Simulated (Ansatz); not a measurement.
SnO2 (P4_2/mnm) under hydrostatic pressure (compression positive): electron mass along z by PBE, rigid bands (plane waves, PAW, scalar-relativistic; Ansatz, a quantum-chemistry and plane-wave program). The unloaded cell, whose axes the loads refer to:

```cif
data_O4Sn2
_chemical_formula_sum 'Sn2 O4'
_space_group_name_H-M_alt 'P 1'
_space_group_IT_number 1
_cell_length_a 4.76912
_cell_length_b 4.76912
_cell_length_c 3.21204
_cell_angle_alpha 90.000
_cell_angle_beta 90.000
_cell_angle_gamma 90.000
loop_
_space_group_symop_operation_xyz
  'x, y, z'
loop_
_atom_site_label
_atom_site_type_symbol
_atom_site_fract_x
_atom_site_fract_y
_atom_site_fract_z
_atom_site_occupancy
Sn1 Sn 0.00000 0.00000 0.00000 1
Sn2 Sn 0.50000 0.50000 0.50000 1
O1 O 0.30627 0.30627 0.00000 1
O2 O 0.69373 0.69373 0.00000 1
O3 O 0.80627 0.19373 0.50000 1
O4 O 0.19373 0.80627 0.50000 1
```

```csv
hydrostatic pressure (compression positive) (GPa),volume per atom (Å³),electron mass along z (mₑ)
-6,12.62,0.166
-4,12.46,0.171
-2,12.31,?
0,12.18,0.181
2,12.05,0.185
4,11.93,0.189
8,11.71,0.197
12,11.52,0.205
```

Q: Fit a straight line to ln(electron mass along z) against the load over the rows given, and predict the row at -2 GPa.

A: The means are x̄ = 2.286 GPa and ȳ = -1.6905; Σ(x − x̄)(y − ȳ) = 2.836 and Σ(x − x̄)² = 243.4, so the slope is 1.16 % per GPa, and the rows given lie within 0.87 % of the line. At -2 GPa the line gives 0.175 mₑ; the calculation gives 0.176 mₑ, 0.32 % from it.

Masses are for dilute carriers at 300 K, harmonic means over directions unless an axis is named. Spin-orbit coupling is left out. Stresses and pressures are the targets of the relaxation. The structure type is held at every load. Geometry: cell and atoms relaxed with PBEsol.
